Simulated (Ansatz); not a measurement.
HfSi2 under a change: tensor shear ε_yz = +3.00 %

Consider HfSi2 (space group Cmcm, No. 63; a = 3.6502 Å, b = 14.3511 Å, c = 3.6352 Å). Axes: x, y, z lie along a, b, c of the conventional cell.

Modification: a pure shear with ε_yz = ε_zy = 0.0300, atoms relaxed at fixed cell.

Computed with PBEsol/PAW in Ansatz (a first-principles code), no SOC, earlier PAW set. Settings: 13×13×13 k-points, 0.05 eV Fermi–Dirac smearing.

- Volume per atom = 15.85 Å³ (base 15.87 Å³)
- Space group = C2/m (No. 12) (base Cmcm (No. 63))
- Shortest interatomic distance = 2.349 Å (base 2.412 Å)
- Energy relative to the base (free energy F) = +21 meV/atom
- Pressure (mean of the normal stresses, compression positive) = 0.7 GPa (base 0.0 GPa)
- Band gap = zero (base zero)
- Largest internal atomic displacement = 0.014 Å
- Stress (xx, yy, zz, yz, xz, xy; compression positive) = (0.4, 0.6, 1.0, -7.0, 0.0, 0.0) GPa (rough)

Cost of the whole job for the changed cell (relaxation, final SCF and bands): very roughly 5 core-minutes.

Without a gap, meshes like the base's 13×13×13 leave anisotropic stresses uncertain by several tenths of a GPa, and small strain energies with them. The cells carry an imposed strain or load. Stability against distortions was not tested. All final runs are without spin polarisation.
